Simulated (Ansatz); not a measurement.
MoPd (model structure, Fm-3m, No. 225, 2 atoms in the cell), treated with r²SCAN (Ansatz, an electronic-structure program, plane waves, PAW).

Run with plane-wave cutoff 560 eV, 20×20×20 k mesh, Fermi–Dirac smearing 0.05 eV, no spin polarisation, scalar-relativistic PAW data made under PBE.

Cell (relaxed at this level):

```yaml
crystal:
  lattice:
    - [0.00000, 2.59088, 2.59088]
    - [2.59088, 0.00000, 2.59088]
    - [2.59088, 2.59088, 0.00000]
  atoms:
    - { symbol: Pd, position: [0.00000, 0.00000, 0.00000] }
    - { symbol: Mo, position: [0.50000, 0.50000, 0.50000] }
```

Task: Predict the bulk modulus B0.

Result: 
- bulk modulus B0: 185 GPa

Note: the run has no spin polarisation, so it can have missed a magnetic state; the bulk modulus is −V dP/dV from two relaxed cells at ±2 % in volume; the relaxation could raise the start's symmetry but not lower it, so the cell can be a saddle point.

Computed values are for the static lattice.

A model structure was made by putting elements into a prototype or built by hand; it is no filed structure, need not be a known phase, and can be a saddle point held by its symmetry.
